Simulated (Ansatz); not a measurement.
Output of an Ansatz run (abridged):

```
WARN ansatz: RAYON_NUM_THREADS=1 ignored (pool sized by the plan → 1); use --threads N
basis.fft_grid_basis auto: the FFT boxes are laid along the combinations [[1, 0, -1], [0, 1, -1], [0, 0, 1]] of the cell's own vectors, 3.976, 3.976 and 8.343 …
Pseudopotentials: kind: paw
Pseudopotential: Cs, paw, valence charge 9
Pseudopotential: Lu, paw, valence charge 25
Pseudopotential: S, paw, valence charge 6
Crystal: 4 atoms, lattice volume = 109.816 Å³
Basis set: ecut = 420.4159175005146 eV, 2169 PW (Γ), FFT grids on a1−a3, a2−a3, a3
Bands: 28, of which v1, the nominal top of the filled ones, is band 23 counted from 1 (22 counted from 0)
Symmetry: 12 space group operations
Space group: R-3m (ITA 166), of the structure as read, at distance tolerance 4.8e-5 Å
k-points: 44 of 343
PAW frozen core: Cs, regenerated for the run's functional, and the local potential with it
PAW frozen core: Lu, regenerated for the run's functional, and the local potential with it
PAW frozen core: S, regenerated for the run's functional, and the local potential with it
Initial density: superposition of atomic densities (neutral atoms: chi_scale 0, normalization atom), corrected by the library's trained network
Initial wavefunctions: pseudopotential atomic-orbital guess
Eigensolver: davidson
Functional: x = slater, c = lda
SCF iter   1: F=—  HF=-21744.435503 eV  |F-HF|=—  |Δ(HF+E_count)|=         —  Δρ=5.61e-3  dr2=4.81e-2  ethr=1.77e-3  ⟨swp⟩=5.7  Hψ=5247  notcnv=0  defer=104
all-band conjugate gradients solve this SCF's bands
preconditioner: auto → Resta (q_TF=auto, 2.360 Å⁻¹)
SCF iter   2: F=—  HF=-21744.422930 eV  |F-HF|=—  |Δ(HF+E_count)|=   1.26e-2  Δρ=2.90e-3  dr2=9.42e-3  ethr=1.05e-4  ⟨swp⟩=3.3  Hψ=2743  notcnv=0  defer=131
SCF iter   3: F=—  HF=-21744.421863 eV  |F-HF|=—  |Δ(HF+E_count)|=   1.07e-3  Δρ=1.17e-3  dr2=1.19e-3  ethr=2.05e-5  ⟨swp⟩=3.6  Hψ=2560  notcnv=0  defer=132
SCF iter   4: F=—  HF=-21744.420407 eV  |F-HF|=—  |Δ(HF+E_count)|=   1.46e-3  Δρ=6.27e-4  dr2=4.00e-4  ethr=2.58e-6  ⟨swp⟩=3.2  Hψ=2969  notcnv=0  defer=132
SCF iter   5: F=—  HF=-21744.420332 eV  |F-HF|=—  |Δ(HF+E_count)|=   7.54e-5  Δρ=9.83e-5  dr2=2.16e-5  ethr=8.70e-7  ⟨swp⟩=2.2  Hψ=2392  notcnv=0  defer=132
SCF iter   6: F=—  HF=-21744.420336 eV  |F-HF|=—  |Δ(HF+E_count)|=   3.62e-6  Δρ=4.77e-5  dr2=3.75e-6  ethr=4.70e-8  ⟨swp⟩=2.0  Hψ=1988  notcnv=0  defer=77
SCF iter   7: F=—  HF=-21744.420336 eV  |F-HF|=—  |Δ(HF+E_count)|=   5.62e-7  Δρ=1.36e-5  dr2=3.30e-7  ethr=8.16e-9  ⟨swp⟩=2.2  Hψ=2116  notcnv=0  defer=78
SCF iter   8: F=-21744.420336 eV  HF=-21744.420336 eV  |F-HF|=4.60e-9  |Δ(HF+E_count)|=   4.75e-9  Δρ=4.48e-6  dr2=2.60e-8  ethr=2.17e-10  ⟨swp⟩=14.9  Hψ=10049  notcnv=0
SCF 1 converged in 8 iterations: F = -21744.420336 eV  dr2 = 2.60e-8
SCF converged after 8 iterations
Free energy (F): -21744.420336 eV
Harris-Foulkes:  -21744.420336 eV  (|F-HF|=4.60e-9)
Internal energy: -21744.420336 eV  (E = F + TS)
E sigma→0 (E₀):  -21744.420336 eV
Fermi energy:    7.463561 eV
--- Per-component energies (eV) ---
  E_band       = -128.986554
  E_kinetic    = 777.456915
  E_local      = -9935.175969  (includes V_loc(G=0)·N_el)
  E_nonlocal   = 678.565245
  E_hartree    = 4300.599647
  E_xc         = -584.008528
  E_vxc        = -562.978172  (∫ρ·V_xc dr)
  E_paw        = -13176.393176  (= ΣΔE_a)
  E_vpaw       = 311.937685  (= ΣTr[D̂ρ^β])
  E_aug_tail   = 0.000027  (compensation charges beyond the density's cutoff)
  E_ewald      = -3808.360081
  E_core_change = 2.895586  (= ΣΔE_core)
  E_smearing   = -0.000000  (= −TS)
  E_closure    = 0.000000  (closes the sum)
  Σ components = -21744.420336   (vs F -21744.420336, Δ=0.00e0)
--- Forces (eV/Å), atoms counted from 1 ---
  atom   1  Cs    -0.00000000    -0.00000000    -0.00000000
  atom   2  Lu    -0.00000000    -0.00000000     0.00000000
  atom   3  S     -0.00000000    -0.00000000     0.02222650
  atom   4  S      0.00000000     0.00000000    -0.02222650
  max |Σ_I F_I| component: 1.65e-28 eV/Å
--- Stress (GPa, compression-positive) ---
       -2.765960       0.000000      -0.000000
        0.000000      -2.765960       0.000000
       -0.000000       0.000000      -3.389750
  P = ⅓ Tr σ = -2.9739 GPa (-29.739 kbar)
  The stress holds the Pulay correction. Without it, at fixed plane waves, as pw.x and ABINIT print it: P = -2.9896 GPa
--- Band table (eV; the first three rows and the last of 44) ---
  k-point 0: bands = ["-47.5067", "-18.2554", "-18.1481", "-18.1481", "-13.9630", "-4.2515", "-3.5516", "-0.3369", "0.0022", "0.0022", "3.6516", "3.6516", "3.6816", "3.6891", "3.7075", "3.7075", "3.7405", "4.2437", "5.6742", "5.6742", "7.3127", [...]
  k-point 1: bands = ["-47.5062", "-18.2505", "-18.1721", "-18.1533", "-13.9232", "-4.1162", "-3.5208", "-0.3794", "-0.3330", "-0.0743", "3.6476", "3.6581", "3.6837", "3.6903", "3.6941", "3.7068", "3.7301", "4.5040", "5.5093", "5.7541", "6.5809", [...]
  k-point 2: bands = ["-47.5050", "-18.2403", "-18.2248", "-18.1649", "-13.8312", "-3.7990", "-3.4652", "-0.9990", "-0.3983", "-0.2382", "3.6480", "3.6701", "3.6704", "3.6920", "3.7035", "3.7056", "3.7130", "4.6580", "5.1665", "5.7438", "5.9064", [...]
  k-point 43: bands = ["-47.5062", "-18.2505", "-18.1721", "-18.1533", "-13.9228", "-4.2435", "-3.3263", "-0.4968", "-0.3291", "-0.0743", "3.6465", "3.6578", "3.6677", "3.6903", "3.6986", "3.7067", "3.7301", "4.7973", "5.2755", "5.7668", "6.7563", [...]
```

The structure:

```xyz
4
Lattice="1.9880 1.1478 8.0210 -1.9880 1.1478 8.0210 0.0000 -2.2956 8.0210" Properties=species:S:1:pos:R:3 pbc="T T T"
Cs     0.0000     0.0000     0.0000
Lu     0.0000     0.0000    12.0315
S      0.0000     0.0000    18.6268
S      0.0000     0.0000     5.4361
```

### Question
What input produced this log?

### Answer
Other spellings and defaults could give the same log, and not every line can be read from it. The input that was run (DFT, LDA (PW92), plane waves, default PAW files made with PBE):

Ansatz 0.2 input:
```yaml
# CsLuS2
crystal:
  lattice:
    - [1.98803300, 1.14779100, 8.02099500]
    - [-1.98803300, 1.14779100, 8.02099500]
    - [0.00000000, -2.29558300, 8.02099500]
  atoms:
    - { symbol: Cs, position: [0.00000000, 0.00000000, 0.00000000] }
    - { symbol: Lu, position: [0.50000000, 0.50000000, 0.50000000] }
    - { symbol: S, position: [0.77408700, 0.77408700, 0.77408700] }
    - { symbol: S, position: [0.22591300, 0.22591300, 0.22591300] }
basis:
  ecutwfc: 30.9 Ry
kpoints:
  mp_grid: { grid: [7, 7, 7] }
hamiltonian:
  xc: lda
  pseudopotentials: { kind: paw }
scf:
  occupations: { method: fixed }
output:
  forces: true
  eigenvalues: true
  stress: true
```

The starting cell comes from a database of computed structures (which also holds hypothetical and non-ambient phases and stackings), without a prior relaxation at this level. Its lattice was rescaled by up to half a per cent. Spin-orbit coupling is off. Ansatz's pressure includes its estimate of the finite-basis (Pulay) stress.

Ansatz is an electronic-structure program.
